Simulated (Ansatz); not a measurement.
We consider cubic perovskite CsPbBr3 (cubic high-temperature phase), described by PBEsol (PAW; Ansatz, a program for electronic structure).

Run with plane-wave cutoff 520 eV, 4×4×4 k mesh, scalar-relativistic PAW data made under PBE.

Cell (relaxed at this level):

```cif
data_Br3CsPb
_chemical_formula_sum 'Cs1 Pb1 Br3'
_space_group_name_H-M_alt 'P 1'
_space_group_IT_number 1
_cell_length_a 5.88167
_cell_length_b 5.88167
_cell_length_c 5.88167
_cell_angle_alpha 90.000
_cell_angle_beta 90.000
_cell_angle_gamma 90.000
loop_
_space_group_symop_operation_xyz
  'x, y, z'
loop_
_atom_site_label
_atom_site_type_symbol
_atom_site_fract_x
_atom_site_fract_y
_atom_site_fract_z
_atom_site_occupancy
Cs1 Cs 0.00000 0.00000 0.00000 1
Pb1 Pb 0.50000 0.50000 0.50000 1
Br1 Br 0.50000 0.00000 0.50000 1
Br2 Br 0.00000 0.50000 0.50000 1
Br3 Br 0.50000 0.50000 0.00000 1
```

Task: Estimate the Voigt–Reuss–Hill bulk modulus, elastic constant C11, Young modulus, Voigt–Reuss–Hill shear modulus (Hill average), elastic constant C12 and elastic constant C44 that the calculation returns.

Result: 
- Voigt–Reuss–Hill bulk modulus: 21.6 GPa
- elastic constant C11: 52.0 GPa
- Young modulus: 23.0 GPa
- Voigt–Reuss–Hill shear modulus (Hill average): 8.68 GPa
- elastic constant C12: 6.36 GPa
- elastic constant C44: 3.93 GPa

Note: the relaxation could not lower the start's symmetry, so the cell can be a saddle point above a distorted one.

Elastic constants are with the ions relaxed.

Spin–orbit coupling is not included; it can shift volumes and moduli of such heavy elements.

Static lattice: no zero-point or thermal effects.
